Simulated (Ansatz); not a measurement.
# Mg (model structure, started from the diamond type, Fd-3m, No. 227, 2 atoms in the cell): properties by level of theory

```json
[
 {"level (code)": "LDA (Ansatz)", "lattice constant a (Å)": "___", "bulk modulus B0 (GPa)": "___", "cohesive energy (eV/atom)": "0.96"},
 {"level (code)": "PBE (Ansatz)", "lattice constant a (Å)": "___", "bulk modulus B0 (GPa)": "11.0", "cohesive energy (eV/atom)": "0.73"},
 {"level (code)": "PBEsol (Ansatz)", "lattice constant a (Å)": "6.776", "bulk modulus B0 (GPa)": "12.2", "cohesive energy (eV/atom)": "0.89"},
 {"level (code)": "r²SCAN (Ansatz)", "lattice constant a (Å)": "6.853", "bulk modulus B0 (GPa)": "___", "cohesive energy (eV/atom)": "0.83"}
]
```

Q: Fill in the missing entries.

A: 
- LDA (Ansatz, a quantum-chemistry and plane-wave program), lattice constant a (Å): 6.694
- LDA (Ansatz), bulk modulus B0 (GPa): 12.8
- PBE (Ansatz), lattice constant a (Å): 6.861
- r²SCAN (Ansatz), bulk modulus B0 (GPa): 11.8

Caveats: the bulk modulus is −V dP/dV from two relaxed cells at ±2 % in volume (LDA, PBE, PBEsol, r²SCAN). Ansatz's density-functional and Hartree–Fock values are scalar-relativistic unless marked +SOC, with PAW data made under PBE.

A model structure was made by putting elements into a prototype or built by hand; it is no filed structure, need not be a known phase, and can be a saddle point held by its symmetry.
